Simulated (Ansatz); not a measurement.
**Ge: alloy series**

The reference is Ge in the diamond structure (space group Fd-3m, No. 227; a = 5.6761 Å).

The other end (x = 1) is Si in the diamond structure (space group Fd-3m, No. 227): 20.05 Å³/atom, gap 0.47 eV.

Si replaces a fraction x of Ge; each row is one arrangement (x, atoms in the cell, starting space group or random), fully relaxed.

Level of theory: PBEsol (Ansatz, a quantum-chemistry and plane-wave program, PAW, without spin-orbit coupling), earlier PAW set.

```
Si fraction x          volume per atom (Å³/atom)
---------------------  -------------------------
0                                         22.859
0.125 (Cm, 8 atoms)                            ?
0.25 (Pmma, 8 atoms)                      22.036
0.5 (P3m1, 6 atoms)                       21.318
0.625 (Amm2, 8 atoms)                     20.953
0.75 (I-42d, 8 atoms)                     20.631
1                                         20.052
```

Problem. Fit V(x) = (1 − x) V(0) + x V(1) − b x(1 − x) with the ends held (b = 0 is Vegard's rule) to the rows shown and predict the withheld row.

Solution. Least squares on the printed values gives b = 0.62 Å³/atom, against 22.508 Å³/atom from the straight line alone (largest residual 0.017 Å³/atom); this predicts 22.441 Å³/atom, and the run gives 22.421 Å³/atom, 0.020 lower.

These are small ordered cells, not random alloys; other orderings at the same x differ. Stability against distortions was not tested.
